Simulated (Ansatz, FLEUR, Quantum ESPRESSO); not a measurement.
## One structure in several programs: YbSi (Cmcm, 4 atoms in the cell)

Self-consistent single point.

```
CELL_PARAMETERS angstrom
      2.27035    -5.30912     0.00000
      2.27035     5.30912     0.00000
      0.00000     0.00000     3.88198
ATOMIC_POSITIONS crystal
  Yb 0.13826 0.86174 0.75000
  Yb 0.86174 0.13826 0.25000
  Si 0.43065 0.56935 0.75000
  Si 0.56935 0.43065 0.25000
```

All programs got the same cell, k-point mesh and kind of occupations (in Ansatz's words: kpoints.mp_grid.grid = 6 6 7; scf.occupations.method = gaussian; scf.occupations.width = 0.1 eV); potentials, basis and cutoffs are each program's usual ones.

| code | model | pressure (GPa) | largest force (eV/Å) | cutoff |
|---|---|---|---|---|
| Quantum ESPRESSO | PBEsol, SSSP 1.1.2 efficiency (PBE) pseudopotentials | -6.30 | 0.390 | 50 Ry |
| Ansatz | PBEsol, PAW files made with PBE | -5.62 | 0.333 | default |
| FLEUR | PBEsol, all-electron FLAPW (FLEUR), scalar-relativistic valence | – | 0.326 | Kmax 3.8 1/bohr |

Size of the force on each atom (eV/Å): Sizes of forces hide their directions.

```
code                Yb1    Yb2    Si3    Si4
----------------  -----  -----  -----  -----
Quantum ESPRESSO  0.025  0.025  0.390  0.390
Ansatz            0.027  0.027  0.333  0.333
FLEUR             0.031  0.031  0.326  0.326
```

A dash marks a value that a program does not give, or that is left out as unsure.

The spread over the programs that give each value: pressure within 0.68 GPa; largest force within 0.064 eV/Å.

The starting cell comes from a database of computed structures (which also holds hypothetical and non-ambient phases and stackings), without a prior relaxation at this level. On Ansatz's run: Spin-orbit coupling is off. Spin polarisation is off. In the base run, with a pressure of about -6 GPa the cell is away from its equilibrium volume at this level.

Q: Why do the programs differ, and what cannot be compared?

A: Differences of this kind can come from the potentials, where these differ, and from what each basis and cutoff leave unconverged. The zero of total energies and Fermi levels follows the potentials and each program's conventions, so they are not compared here. FLEUR treats all electrons, but the usual bases taken here (sphere radii, linearisation, local orbitals, empty states) were not tested for convergence, so the values are no reference for the others. Ansatz's pressure is given at a fixed set of plane waves, as the other plane-wave codes print theirs; with its correction for the finite basis it is -5.58 GPa.

Left out of this page: Elk (not drawn, or without a comparable value).

Ansatz is a first-principles code.

Keys are those of Ansatz 0.2.
